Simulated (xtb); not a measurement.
xtb 6.7.1, GFN2-xTB: CC(C)(C)c1ccc2c(c1)oc1cc(S(=O)(=O)c3ccc([Si](C)(C)C)cc3)ccc12, 58 atoms. The geometry is a generated start, not checked to be a minimum at this level.

```yaml
method: GFN2-xTB
"--acc": 1 (default)
"--etemp (K)": 300 (default)
detailed input (--input): "none: ANC optimiser, Lindh (1995) Hessian, microcycle=20, maxdispl=1.0, hlow=0.01 (default)"
basis_functions: 160
valence_electrons: 156
```

The structure is relaxed from this start with --opt LEVEL for the levels crude, sloppy, loose, lax, normal, tight, vtight, extreme, once each. Up to the end of the extreme run atoms move by at most 0.37 Å along an axis.

Question: Choose the cheapest level whose final energy lies within 1 meV of that of extreme.

Answer: tight: 44 cycles against 61, ending 0.089 meV above.

```tsv
level	cycles	energy above the extreme run (meV)	gradient norm (eV/Å)
crude	4	11	0.30
sloppy	6	6.1	0.15
loose	6	6.1	0.15
lax	9	4.3	0.071
normal	16	2.7	0.016
tight	44	0.089	0.0086
vtight	53	0.016	0.0030
extreme	61	—	0.0015
```
